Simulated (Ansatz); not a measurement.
Seebeck coefficient (μV/K, mean over directions) of n-type K2PdC2 (P-3m1) against carrier density, PBEsol, rigid bands in Ansatz (a program for electronic structure). Computed gap 1.34 eV; densities at which minority carriers matter at this gap, or further valleys turn the trend, are left out. Conductivity mass 0.39 mₑ (harmonic mean over directions), N_c = 2.6e19 cm⁻³ at 300 K.

```tsv
electron density	300 K	500 K
1e16 cm⁻³	-887	-955
1e17 cm⁻³	…	-757
1e18 cm⁻³	-491	-558
3e18 cm⁻³	-397	…
1e19 cm⁻³	-295	…
3e19 cm⁻³	-207	-270
1e20 cm⁻³	-122	-176
3e20 cm⁻³	-66	-105
1e21 cm⁻³	-30	-48
```

### Question
Some entries are withheld; supply them.

### Answer

- 1e17 cm⁻³, 300 K: -689
- 3e18 cm⁻³, 500 K: -464
- 1e19 cm⁻³, 500 K: -361

Rigid bands with a gap fixed in temperature, one relaxation time for all states, no polarons or phonon drag, and whether or not such doping can be reached. Spin-orbit coupling is left out.

Computed structure with no diffraction record at hand here (it may be known, metastable or hypothetical): K2PdC2 (P-3m1).
